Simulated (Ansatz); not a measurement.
CsCl-type CoGa, treated with PBE in Ansatz (PAW).

Run with plane-wave cutoff 520 eV, 22×22×22 k mesh, Fermi–Dirac smearing 0.035 eV (set by the program), no spin polarisation, scalar-relativistic PAW data made under PBE.

Cell (relaxed at this level):

```cif
data_CoGa
_chemical_formula_sum 'Ga1 Co1'
_space_group_name_H-M_alt 'Pm-3m'
_space_group_IT_number 221
_space_group_name_Hall '-P 4 2 3'
_cell_length_a 2.88155
_cell_length_b 2.88155
_cell_length_c 2.88155
_cell_angle_alpha 90.000
_cell_angle_beta 90.000
_cell_angle_gamma 90.000
loop_
_atom_site_label
_atom_site_type_symbol
_atom_site_symmetry_multiplicity
_atom_site_Wyckoff_symbol
_atom_site_fract_x
_atom_site_fract_y
_atom_site_fract_z
_atom_site_occupancy
Ga1 Ga 1 b 0.50000 0.50000 0.50000 1
Co1 Co 1 a 0.00000 0.00000 0.00000 1
```

Problem. Give the computed polycrystal shear modulus (Hill average), elastic constant C12, Poisson ratio, elastic constant C44, Young modulus and elastic constant C11.

Solution. 
- polycrystal shear modulus (Hill average): 65.3 GPa
- elastic constant C12: 156 GPa
- Poisson ratio: 0.336
- elastic constant C44: 106 GPa
- Young modulus: 174 GPa
- elastic constant C11: 219 GPa

Elastic constants are with the ions relaxed.

Static lattice: no zero-point or thermal effects.

It cost around 5 core-minutes (rough) of CPU time.

Ansatz is a first-principles code.
